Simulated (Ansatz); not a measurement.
An Ansatz (a program for electronic structure) run: Al with a change (isotropic strain +1.50 %); Ansatz, PBE, PAW, cutoff 420 eV, scalar-relativistic without spin-orbit coupling.

Input:

Ansatz 0.2 input:
```yaml
crystal:
  lattice:
    - [0, 2.0509316848, 2.0509316848]
    - [2.0509316848, 0, 2.0509316848]
    - [2.0509316848, 2.0509316848, 0]
  atoms:
    - { symbol: Al, position: [0, 0, 0] }
basis: { ecutwfc: 420, ecutrho_ratio: 4, xc_grid: 2, fft_grid_basis: typed }
kpoints: { mp_grid: { grid: [28, 28, 28] } }
hamiltonian:
  xc: pbe
  dispersion: none
  pseudopotentials: { kind: paw }
scf: { occupations: { method: fermi_dirac, width: 0.1 }, convergence: { dr2_threshold: 0.0000000001 } }
relax: { f_tol: 0.005, max_steps: 50 }
output: { forces: true, stress: true }
checkpoint: { write: state.ck, write_every: 1000 }
```

Output:

```
Relaxation: its limit of steps is 50 (relax.max_steps)
WARN ansatz: RAYON_NUM_THREADS=1 ignored (pool sized by the plan → 1); use --threads N
Pseudopotentials: kind: paw
Pseudopotential: Al, paw, valence charge 3
Functional definition: PBE
Crystal: 1 atoms, lattice volume = 17.254 Å³
Basis set: ecut = 420 eV, 331 PW (Γ), exchange–correlation on 40×40×40 points (8 copies of the dense FFT grid, shifted against one another)
Bands: 6, of which v1, the nominal top of the filled ones, is band 2 counted from 1 (1 counted from 0)
Symmetry: 48 space group operations
Space group: Fm-3m (ITA 225), of the structure as read, at distance tolerance 2.6e-5 Å
k-points: 624 of 21952
Initial density: superposition of atomic densities (neutral atoms: chi_scale 0, normalization atom), corrected by the library's trained network
Initial wavefunctions: pseudopotential atomic-orbital guess
Eigensolver: davidson
Functional: x = pbe(κ = 0.804, μ = 0.2195149727645171), c = pbe(β = 0.06672455060314922)
SCF iter   1: F=—  HF=-537.501147 eV  |F-HF|=—  |Δ(HF+E_count)|=         —  Δρ=4.10e-4  dr2=8.18e-6  ethr=1.77e-3  ⟨swp⟩=4.7  Hψ=32004  notcnv=0
all-band conjugate gradients solve this SCF's bands
preconditioner: auto → none
SCF iter   2: F=—  HF=-537.501201 eV  |F-HF|=—  |Δ(HF+E_count)|=   5.39e-5  Δρ=2.12e-4  dr2=2.43e-6  ethr=2.73e-7  ⟨swp⟩=2.0  Hψ=9656  notcnv=0
SCF iter   3: F=—  HF=-537.501210 eV  |F-HF|=—  |Δ(HF+E_count)|=   9.14e-6  Δρ=1.41e-5  dr2=4.06e-8  ethr=8.11e-8  ⟨swp⟩=2.2  Hψ=4510  notcnv=0
SCF iter   4: F=—  HF=-537.501210 eV  |F-HF|=—  |Δ(HF+E_count)|=   3.69e-8  Δρ=5.66e-6  dr2=6.18e-9  ethr=1.35e-9  ⟨swp⟩=1.0  Hψ=3592  notcnv=0
iter 5 did not close the SCF: its close was put off for the readings that it lacked (scf_convergence_deferred on its scf_iter line)
SCF iter   5: F=-537.501210 eV  HF=-537.501210 eV  |F-HF|=1.83e-11  |Δ(HF+E_count)|=   1.75e-9  Δρ=5.69e-7  dr2=6.82e-11  ethr=2.06e-10  ⟨swp⟩=1.3  Hψ=3759  notcnv=0
SCF iter   6: F=-537.501210 eV  HF=-537.501210 eV  |F-HF|=4.55e-13  |Δ(HF+E_count)|=  1.31e-11  Δρ=9.99e-8  dr2=2.10e-12  ethr=2.27e-12  ⟨swp⟩=2.2  Hψ=10169  notcnv=0
SCF 1 converged in 6 iterations: F = -537.501210 eV  dr2 = 2.10e-12
relax step   1: F+E_penalty+E_count = -537.50120971 eV  Δ(F+E_penalty+E_count) = +0.000e0 eV  max|allowed force component| = 0.000e0 eV/Å  Δτ_max = 0.0000 Å  (6 SCF iters, accepted)
SCF converged after 6 iterations
Free energy (F): -537.501210 eV
Harris-Foulkes:  -537.501210 eV  (|F-HF|=4.55e-13)
Internal energy: -537.486880 eV  (E = F + TS)
E sigma→0 (E₀):  -537.494045 eV
Entropy (-TS):   -0.014329 eV (-14.329 meV/atom)
Fermi energy:    7.482567 eV
--- Per-component energies (eV) ---
  E_band       = 9.569090
  E_kinetic    = 22.104399
  E_local      = 9.196855  (includes V_loc(G=0)·N_el)
  E_nonlocal   = 10.245235
  E_hartree    = 0.097282
  E_xc         = -39.440481
  E_vxc        = -28.575617  (∫ρ·V_xc dr)
  E_paw        = -467.261684  (= ΣΔE_a)
  E_vpaw       = -3.596345  (= ΣTr[D̂ρ^β])
  E_aug_tail   = -0.000002  (compensation charges beyond the density's cutoff)
  E_ewald      = -72.428485
  E_smearing   = -0.014329  (= −TS)
  E_closure    = 0.000000  (closes the sum)
  Σ components = -537.501210   (vs F -537.501210, Δ=0.00e0)
  [band-id]    e_kinetic+e_local+e_nonlocal+2·e_hartree+e_vxc+e_vpaw+e_augmentation_tail = 9.569089   (vs E_band 9.569090, Δ=-7.75e-7)
--- Forces (eV/Å), atoms counted from 1 ---
  atom   1  Al    -0.00000000    -0.00000000    -0.00000000
  max |Σ_I F_I| component: 3.49e-32 eV/Å
--- Stress (GPa, compression-positive) ---
       -3.124634      -0.000000       0.000000
       -0.000000      -3.124634       0.000000
        0.000000      -0.000000      -3.124634
  P = ⅓ Tr σ = -3.1246 GPa (-31.246 kbar)
  The stress holds the Pulay correction. Without it, at fixed plane waves, as pw.x and ABINIT print it: P = -3.1850 GPa
  The stress includes an estimate of the error left by incomplete SCF convergence (largest component 0.0000 GPa).
--- Band table ---
  band table: none
--- Relaxed structure (1 steps of the walk, 1 accepted, 0 SCFs on fresh bases) ---
  F+E_penalty+E_count = -537.50120971 eV   max|allowed force component| = 0.000e0 eV/Å
  atoms:
    - { symbol: Al, position: [0.0, 0.0, 0.0] }
```

Whether these cells are dynamically stable was not tested. The cell was made from Al in the fcc (Cu type) structure (space group Fm-3m, No. 225) by this change: isotropic strain +1.50 %.
